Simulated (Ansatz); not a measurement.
# ZnSe: x(W) = 0.667, 6 atoms, P3m1

Consider ZnSe in the zinc blende structure (space group F-43m, No. 216; a = 5.665 Å).

The other end (x = 1) is ZnW in the zinc blende structure (space group F-43m, No. 216; a hypothetical phase, not in the database extracts checked): 21.19 Å³/atom, gap zero; this end may not be an ambient phase.

Perturbation: a fraction x = 0.667 of the Se sites is given to W, ordered in a cell of 6 atoms (starting symmetry P3m1) and fully relaxed.

Level of theory: plane-wave PAW DFT at the r2SCAN level (Ansatz, a program for electronic structure, 500 eV), scalar-relativistic without spin-orbit coupling. Settings: 19×19×3 k-points, 0.05 eV Fermi–Dirac smearing, for the changed cell.

```csv
quantity,base,changed,shift
volume per atom,22.73 Å³,17.41 Å³,-5.32 Å³
density,5.27 g/cm³,10.22 g/cm³,+4.95 g/cm³
shortest interatomic distance,2.453 Å,2.435 Å,-0.018 Å
band gap,1.87 eV,zero,–
mixing energy (to 0.01 eV only: unlike meshes or grids) (against an end that may be hypothetical),–,-0.87 eV/atom,–
deviation of the volume from the linear (Vegard-type) interpolation,–,-19.8 %,–
```

These are small ordered cells, not random alloys; other orderings at the same x differ. No phonon test of stability was made. All final runs are without spin polarisation. Zn3W2Se has a high density of states at the Fermi level and may be magnetic at this level. Under x(W) = 0.667, 6 atoms, P3m1 the cell changed shape so far that it is another structure.
